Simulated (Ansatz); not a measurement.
A O vacancy (surface) in a 2x2 cell of the 1x1 (0001) surface of corundum (cut with top plane Al)

Host crystal: corundum, with a band gap (PBE, scalar-relativistic without spin-orbit coupling).

These are r2SCAN, at the PBE geometry and the start's symmetry (plane waves to 500 eV, PAW; Ansatz, a program for electronic structure) values and carry that method's errors.

Set-up: 79 atoms, 6.7 Å thick at the start (thin: gaps and levels are the slab's own); mesh 3x3x1; 0.01 eV smearing; dipole correction on; single point; no symmetry held, on the structure that PBE left; spin-polarised from one start with parallel moments (other orders not tried), no spin-orbit, no U. The starting moment vanished. The program's check for a lower electronic state was not made.

```json
{
 "formation energy against ½ O2(g) at the same level": "6.29 eV",
 "gap_of_the_slab_on_its_k_mesh": "3.60 eV",
 "highest_filled_level_below_the_top_vacuum_level": "5.02 eV",
 "change_of_the_step_from_the_bottom_to_the_top_vacuum_level_against_the_clean_slab": "0.13 eV",
 "magnetic_moment_of_the_cell": "0.00 μB"
}
```
